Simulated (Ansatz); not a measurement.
## ZrB2 under a change: tensor shear ε_xz = +0.29 %

Base system: ZrB₂ (space group P6/mmm, No. 191; a = 3.155 Å, c = 3.506 Å; relaxed with 0.1 eV smearing). Axes: x lies along a and z along c of the hexagonal cell.

Perturbation: a pure shear with ε_xz = ε_zx = 0.0029, atoms relaxed at fixed cell.

Calculations: PBEsol (Ansatz, a first-principles code), without spin-orbit coupling. k-mesh 21×21×17 (Γ-centred); smearing 0.1 eV (Fermi–Dirac).

The space group becomes C2/m (No. 12) (base: P6/mmm (No. 191)) and the energy is nearly the same. The pressure (mean of the normal stresses, compression positive) stays 0.0 GPa and the band gap stays zero. The stress (xx, yy, zz, yz, xz, xy; compression positive) comes out as (0.0, 0.0, 0.0, 0.0, -1.5, 0.0) GPa.

Final structure:

```
ZrB2
1.0
    3.15522     0.00000     0.00915
   -1.57761     2.73250    -0.00458
    0.01017     0.00000     3.50621
Zr B
1 2
Direct
  0.00000   0.00000   0.00000
  0.66667   0.33333   0.50000
  0.33333   0.66667   0.50000
```

The cells carry an imposed strain or load. Whether these cells are dynamically stable was not tested. The final runs are not spin-polarised.
